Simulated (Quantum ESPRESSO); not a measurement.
A self-consistent single point of NdPt3 (P4mm, 4 atoms in the cell) with Quantum ESPRESSO.

Method of the run: PBEsol, SSSP 1.1.2 efficiency (PBE) pseudopotentials (plane waves; Quantum ESPRESSO).

```
NdPt3
1.0
    4.19946     0.00000     0.00000
    0.00000     4.19946     0.00000
    0.00000     0.00000     4.19946
Nd Pt
1 3
Direct
  0.00000   0.00000   0.01191
  0.50000   0.50000   0.00000
  0.00000   0.50000   0.50000
  0.50000   0.00000   0.50000
```
Moments meant for the start (each program seeds them in its own way; μB, in the order of the atoms Nd Pt Pt Pt): 3.0 0.0 0.0 0.0.

Reference input (self-consistent single point, DFT, PBEsol, plane waves, SSSP 1.1.2 efficiency (PBE) pseudopotentials): ecutwfc = 50 Ry; ecutrho = 400 Ry; occupations = smearing; smearing = gauss; degauss = 0.0073499 Ry; nspin = 2; input_dft = pbesol; potentials = {Nd: Nd.GGA-PBE-paw-v1.0.UPF, Pt: pt_pbe_v1.4.uspp.F.UPF}; K_POINTS = automatic 4 4 4 0 0 0; conv_thr = 1e-09 Ry; mixing_beta = 0.4. This run's input differs from it in these lines:

```diff
@@ -17,3 +17,3 @@
    smearing = 'gauss'
-   degauss = 0.0073499
+   degauss = 0.0036749
    nspin = 2
@@ -35,3 +35,3 @@
 K_POINTS {automatic}
-4 4 4  0 0 0
+3 3 3  0 0 0
```

Output, abridged:

```
     Self-consistent Calculation

     iteration #  1     ecut=    50.00 Ry     beta= 0.40

     negative rho (up, down):  2.611E-01 2.616E-01

     total energy              =   -1145.25209468 Ry
     estimated scf accuracy    <      27.95907139 Ry

     total magnetization       =     5.23 Bohr mag/cell
     absolute magnetization    =     5.45 Bohr mag/cell

     iteration #  2     ecut=    50.00 Ry     beta= 0.40

     negative rho (up, down):  2.649E-01 2.659E-01

     total energy              =   -1162.75484447 Ry
     estimated scf accuracy    <      50.74541636 Ry

     total magnetization       =     1.33 Bohr mag/cell
   [... lines left out ...]

     negative rho (up, down):  2.648E-01 2.641E-01

     total energy              =   -1161.56431617 Ry
     estimated scf accuracy    <       0.00001032 Ry

     total magnetization       =     3.10 Bohr mag/cell
     absolute magnetization    =     3.22 Bohr mag/cell

     iteration #100     ecut=    50.00 Ry     beta= 0.40

     negative rho (up, down):  2.651E-01 2.638E-01

     total energy              =   -1161.56424812 Ry
     estimated scf accuracy    <       0.00001132 Ry

     total magnetization       =     3.08 Bohr mag/cell
     absolute magnetization    =     3.20 Bohr mag/cell
     End of self-consistent calculation

     convergence NOT achieved after 100 iterations: stopping

   JOB DONE.
```

The run ended unconverged after 100 iterations.  The full log also holds: “c_bands:  2 eigenvalues not converged”.

The starting cell comes from a database of computed structures (which also holds hypothetical and non-ambient phases and stackings), without a prior relaxation at this level. Its lattice was rescaled by up to half a per cent. One atom was moved a little off its site on purpose. Spin-orbit coupling is off.

Cost on one core of a shared machine: roughly 10 min.
